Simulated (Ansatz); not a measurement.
The structure below was relaxed with PBEsol in Ansatz (plane waves to 420 eV, PAW, scalar-relativistic without spin-orbit coupling), at pressure 30 GPa.

```xyz
2
Lattice="0.0000 2.1655 2.1655 2.1655 0.0000 2.1655 2.1655 2.1655 0.0000" Properties=species:S:1:pos:R:3 pbc="T T T"
C      0.0000     0.0000     0.0000
Ta     2.1655     2.1655     2.1655
```

Question: Find the space group and the Wyckoff positions.

Answer: Space group Fm-3m (No. 225); a = 4.3309 Å, b = 4.3309 Å, c = 4.3309 Å, α = 90.00°, β = 90.00°, γ = 90.00°

| atom | site | symmetry | x | y | z |
|---|---|---|---|---|---|
| C | 4a | m-3m | 0.0000 | 0.0000 | 0.0000 |
| Ta | 4b | m-3m | 0.5000 | 0.5000 | 0.5000 |

Question: Describe the coordination.

Answer: The crystal has 8 atoms in its conventional cell. Conventional cell: a = b = c = 4.3309 Å, α = β = γ = 90.00°. C is coordinated by 6 Ta at 2.165 Å (octahedral). Ta sees 6 C at 2.165 Å and 12 Ta at 3.062 Å. (Neighbours: up to the widest gap in distance over summed covalent radii, below 1.35, at either atom; cation-cation and far metal-metal contacts left out.)

Load acts through the strain it causes; cell and atoms are relaxed under it. Whether these cells are dynamically stable was not tested. No other phases were tried under pressure. All final runs are without spin polarisation. The cell was made from TaC in the rock salt structure (space group Fm-3m, No. 225) by this change: pressure 30 GPa.

Ansatz is an electronic-structure program.
